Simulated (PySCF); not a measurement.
PySCF 2.14.0, B3LYP/def2-svp: cluster of 8 water molecules, 24 atoms. The geometry is a generated start, not checked to be a minimum at this level.

task: energy
method: b3lyp
basis: def2-svp
two-electron scheme: exact four-centre integrals
mol.max_memory: 4000 MB
mf.init_guess: minao (default)
mf.DIIS: CDIIS (default)
mf.diis_space: 8 (default)
mf.conv_tol: 1e-09 (default)
mf.grids.level: 3 (default)
basis functions: 192
grid points: 269584

Hardware: Arm Neoverse V2, 96 cores on 1 socket, no SMT, 1 L3 cache group.

Times are wall-clock medians of two to five runs, from launch to exit, with nothing else on the machine. Unless noted, each process is bound to its own block of adjacent cores. The build: PyPI wheel: OpenMP (GNU), a bundled serial OpenBLAS 0.3.3 under its C layer, NumPy's threaded OpenBLAS held to generic ARMv8 kernels, libcint, Libxc; another build can shift the numbers. Scratch files lie in a memory file system.

Started as
```bash
OMP_NUM_THREADS=32 OPENBLAS_NUM_THREADS=1 python -u run.py
```
(32 threads, 1 BLAS thread, mol.max_memory = 4000 MB, mf.direct_scf_tol = 1e-13 (default)) it takes 3.8 s and 12 Fock builds (products with the orbital Hessian counted alike).

### Question
Estimate the wall time with mol.max_memory = 500 MB, mf.direct_scf_tol = 1e-15.

### Answer
About 8.6 s (3 runs within 1 %): 2.3× as long. Without room for the integrals they are computed anew in 12 passes, 5.5 s in all. Change in the result: energy equal as printed.
